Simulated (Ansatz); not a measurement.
# What tensor shear ε_xz = +1.45 % does to InSb

Consider InSb in the zinc blende structure (space group F-43m, No. 216; a = 6.556 Å). Axes: x, y, z lie along the cube axes.

Modification: a pure shear with ε_xz = ε_zx = 0.0145, atoms relaxed at fixed cell.

Calculations: Kohn–Sham DFT with the r2SCAN functional, run in Ansatz (an electronic-structure program) with PAW and 500 eV plane waves, no spin-orbit coupling. Settings: 12×12×12 k-points, 0.05 eV Fermi–Dirac smearing.

| quantity | base | changed | shift |
|---|---|---|---|
| space group | F-43m (No. 216) | Imm2 (No. 44) | – |
| energy relative to the base (free energy F) | 0 meV/atom | +2.7 meV/atom | +2.7 meV/atom |
| band gap | zero | zero | – |
| valley order (the lowest conduction-band minima on the path, energy above the VBM, named in the base's zone) | Γ 0.02 eV; L along ⟨111⟩ 0.77 eV; a point along ⟨100⟩, about 0.8 Å⁻¹ from Γ 1.48 eV | Γ 0.01 eV; L along [1-1-1] 0.56 eV; L along [1-11] 0.81 eV; a point along [010], about 0.9 Å⁻¹ from Γ 1.31 eV | – |
| stress (xx, yy, zz, yz, xz, xy; compression positive) (rough) | – | (0.0, 0.0, 0.0, 0.0, -0.9, 0.0) GPa | – |

Cost of the whole job for the changed cell (relaxation, final SCF and bands): about 5 core-minutes (a rough figure).

Without a gap, meshes like the base's 12×12×12 leave anisotropic stresses uncertain by several tenths of a GPa, and small strain energies with them. With Sb present, leaving out spin-orbit coupling can change the band edges. The cells carry an imposed strain or load. Stability against distortions was not tested. The final runs are not spin-polarised. Gaps under 0.05 eV, about the width of the smearing, are given as zero. A zero or small gap of InSb can be the functional's error rather than a property of the material.
